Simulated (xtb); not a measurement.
xtb 6.7.1, GFN2-xTB: Fe(SH)(nacnac) (CC1=CC(C)=[N](C)->[Fe]([SH])[N]1C), charge 0, multiplicity 5, 25 atoms. The geometry is a generated start, not checked to be a minimum at this level.

```
Item                      Result
-----------------  -------------
run flags                 --grad
method                  GFN2-xTB
--acc                1 (default)
--etemp (K)        300 (default)
basis functions               70
valence electrons             66
```

```xyz
25

Fe    -1.7229     0.3622    -1.1819
S     -3.7121     0.0845    -0.1330
H     -3.8865    -1.2192    -0.2969
C      1.5170    -2.4957     0.0787
C      0.7196    -1.2238    -0.0798
C      1.2426    -0.0752     0.5252
C      0.7125     1.2207     0.5446
C      1.4974     2.2672     1.2994
N     -0.4084     1.5361    -0.0633
C     -0.8989     2.8982     0.0063
N     -0.4081    -1.2236    -0.7580
C     -0.8752    -2.4660    -1.3430
H      2.4202    -2.3195     0.6552
H      0.9204    -3.2533     0.5872
H      1.7995    -2.8920    -0.8970
H      2.1730    -0.2087     1.0559
H      2.3621     1.8295     1.7869
H      1.8388     3.0453     0.6173
H      0.8712     2.7373     2.0567
H     -1.8294     2.9618    -0.5723
H     -1.1180     3.1946     1.0378
H     -0.1792     3.6089    -0.4138
H     -1.1059    -3.2108    -0.5747
H     -0.1387    -2.8969    -2.0294
H     -1.7910    -2.2618    -1.9081
```

Charge 0 and multiplicity 5 are set for this test and not shown to be the ground state. GFN-xTB has no spin term: --uhf 4 sets the occupations alone.

One run each on 1 thread. Values of broydamp tried: 0.02, 0.05, 0.1, 0.2, 0.4 (default), 0.6, 0.8, 1.

Task: How does the count of SCC iterations change with broydamp, and where is it least?

Result: Fewest SCC iterations, within one of each other: 0.2 with 16, 0.4 (default) with 16, 0.6 with 16. The count rises to 32 at 0.02. All converge to one solution.

```csv
broydamp,SCC iterations,end
0.02,32,same solution
0.05,24,same solution
0.1,19,same solution
0.2,16,same solution
0.4 (default),16,same solution
0.6,16,same solution
0.8,19,same solution
1,21,same solution
```
